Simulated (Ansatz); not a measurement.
The starting structures come from a database of crystals and need not be the phases stable at ambient conditions.

 Where the default PAW files enter, the runs use the earlier of Ansatz's two default sets.

Consider the following.

```xyz
8
Lattice="5.9665 0.0000 0.0000 0.0000 5.9665 0.0000 2.9832 -2.9832 4.2189" Properties=species:S:1:pos:R:3 pbc="T T T"
Ca     0.0000     0.0000     0.0000
Sn     2.9832     2.9832     0.0000
F      2.9832     2.9832     1.9740
F      5.9665     0.0000     2.2450
F      4.3790     4.3790     0.0000
F      1.5874     1.5874     0.0000
F      1.5874     4.3790     0.0000
F      4.3790     1.5874     0.0000
```

Space group of this cell: Fm-3m. The cell is taken as given; by r2SCAN its mean pressure is -0.5 GPa.

Transport runs along the normal of the first two printed cell vectors, the (001) plane of the conventional cell.

No gap correction and no spin-orbit coupling; mid-gap values are interpolated between computed energies.

Q: Predict the band gap and the smallest decay constant κ at mid-gap from r2SCAN run with Ansatz (a program for electronic structure).

A: Gap 6.61 eV on a 8×8×8 mesh; κ = 0.589 1/Å, at the zone centre.
